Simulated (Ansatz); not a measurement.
A computed series for RuSi: carrier doping

The reference is RuSi (space group P2_13, No. 198; a = 4.7359 Å).

Carriers are added at fixed cell with a uniform background; the Fermi–Dirac width is that of 300 K.

Computed with PBE in Ansatz (plane waves to 420 eV, PAW, scalar-relativistic without spin-orbit coupling).

Candidates:
(a) electrons 2.0×10^22 cm⁻³
(b) holes 2.0×10^21 cm⁻³
(c) electrons 2.0×10^21 cm⁻³
(d) holes 7.0×10^21 cm⁻³

Base values:

- Gap between the host's bands = 0.23 eV

Problem. Order them by gap between the host's bands, lowest first.

Solution. (d) holes 7.0×10^21 cm⁻³ (0.20 eV), (b) holes 2.0×10^21 cm⁻³ (0.22 eV), (c) electrons 2.0×10^21 cm⁻³ (0.25 eV), (a) electrons 2.0×10^22 cm⁻³ (0.36 eV)

Carriers are added with a uniform compensating background; total energy and stress of such cells depend on the potential's zero and are not compared; many-body gap narrowing is missing at this level. Stability against distortions was not tested. The zero or small gap of RuSi can change with the level of theory.

Ansatz is an electronic-structure program.
